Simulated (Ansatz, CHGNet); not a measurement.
# How the lattice parameter a of Mg (model structure, started from the diamond type, Fd-3m, No. 227, 2 atoms in the cell) moves with the method

No measured value is used here.

```tsv
level (code)	value (Å)
CHGNet 0.3.0	6.644
LDA (Ansatz)	[?]
PBE (Ansatz)	6.861
r²SCAN (Ansatz)	6.853
```

### Question
What belongs in the gaps?

### Answer

- LDA (Ansatz, a program for electronic structure), value (Å): 6.694

Cutoffs differ between the levels. Ansatz's density-functional and Hartree–Fock values are scalar-relativistic unless marked +SOC, with PAW data made under PBE.

Machine-learned potentials (CHGNet 0.3.0) are trained on DFT data: a solid inside that data is no test of them.

A model structure was made by putting elements into a prototype or built by hand; it is no filed structure, need not be a known phase, and can be a saddle point held by its symmetry.
